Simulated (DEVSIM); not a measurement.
Device: W/La2O3/p-Ge capacitor, at 300 K.

```
layer (left to right)  material  thickness (nm)  Na (cm⁻³)
---------------------  --------  --------------  ---------
1                         La2O3            20.0          -
2                            Ge            2300     6.7e16
```

Metal gate on the left, work function 4.6 eV. Fixed charge at the semiconductor interface 0 cm⁻² (in units of +e); no interface traps.

The device is made up for the run: typed textbook-type constants, with dimensions and the other settings drawn at random. Values at 300 K.

```
parameter      La2O3       Ge
-------------  -----  -------
gap (eV)         5.8    0.664
affinity (eV)    1.8        4
permittivity      27       16
Nc (cm⁻³)          -  1.04e19
Nv (cm⁻³)          -     6e18
```

Model (solved in DEVSIM): 1D Poisson equation in equilibrium, Boltzmann statistics, complete ionisation; no quantum confinement or tunnelling. Metal contacts follow the ideal Schottky-Mott rule: no Fermi-level pinning, no interface dipoles.

The substrate doping was swept, all else fixed.

```tsv
substrate doping (cm^-3)	threshold voltage (band bending 2φF) (V)	minimum of the low-frequency capacitance (μF/cm²)	flat-band voltage (V)
3.4e15	[?]	[?]	0.13
6.7e15	0.44	0.0621	0.11
1.3e16	0.46	0.0791	0.09
3.4e16	0.52	0.113	0.07
6.7e16	0.56	0.145	0.05
1.3e17	0.62	0.184	0.04
```

Question: Complete the blanks.

Answer: 
- 3.4e15, threshold voltage (band bending 2φF) (V): 0.41
- 3.4e15, minimum of the low-frequency capacitance (μF/cm²): 0.0489
